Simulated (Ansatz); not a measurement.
Cost and result by functional for the surface energy of the (11-20) surface of hcp Zr in its 1x1 cell, outermost plane spacing 1.62 Å in the ideal cut, in Ansatz (plane waves, PAW). Single points on the PBE structure, on one kind of machine; costs are rough ratios of the slab run's core time (references not counted) to the cheapest single point. r2SCAN's cost holds its higher cutoff (500 against 420 eV). Differences are taken against r2SCAN for comparison alone: no measured value is at hand, so the table doesn't rank accuracy.

Slab: 14 atoms, 9.7 Å thick at the start (thin: gaps and levels are the slab's own); k 7x7x1, smearing 0.1 eV, dipole-corrected; all atoms relaxed; held to the start's symmetry, so lower structures may exist; no spin, no spin-orbit, no U. These notes are the PBE run's.

| functional | relative cost | surface energy (J/m²) | less r2SCAN (J/m²) |
|---|---|---|---|
| LDA | 1 | 1.91 | 0.14 |
| RPBE | 1 | 1.55 | -0.23 |
| PBEsol | 1 | 1.85 | 0.07 |
| r2SCAN | 2 | 1.77 | 0.00 |
| PBE (the relaxed run's value) | – | 1.68 | -0.10 |

The values span 0.37 J/m², while the single points' costs differ by a factor of roughly 2. Differences are of unrounded values.

Ansatz is a program for electronic structure.
